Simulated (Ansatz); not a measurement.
# LiNbO3 (R-3, No. 148, 10 atoms in the cell; start mp-1078377; a measured phase of this formula has another space group)

Method: PBE0 (Ansatz, a quantum-chemistry and plane-wave program, plane waves, PAW).

Run with plane-wave cutoff 460 eV, 6×6×6 k mesh, Fermi–Dirac smearing 0.01 eV, no spin polarisation, scalar-relativistic PAW data made under PBE.

Cell (relaxed with PBEsol):

```xyz
10
Lattice="2.5975 1.4996 4.7261 -2.5975 1.4996 4.7261 0.0000 -2.9993 4.7261" Properties=species:S:1:pos:R:3 pbc="T T T"
Li     0.0000     0.0000     9.1197
Li     0.0000     0.0000     5.0585
Nb     0.0000     0.0000    12.1307
Nb     0.0000     0.0000     2.0476
O     -1.0281    -1.6295     5.9845
O      1.0281     1.6295     8.1937
O      1.9252    -0.0756     5.9845
O     -1.9252     0.0756     8.1937
O     -0.8971     1.7051     5.9845
O      0.8971    -1.7051     8.1937
```

- band gap = 6.29 eV (on the SCF k mesh)
- direct gap at Γ = 7.02 eV

Note: cell and atoms aren't relaxed at this level (largest force component 0.27 eV/Å, pressure -1.5 GPa).

Spin–orbit coupling is not included.

A start named mp-… is a Materials Project structure, which need not be a measured phase.
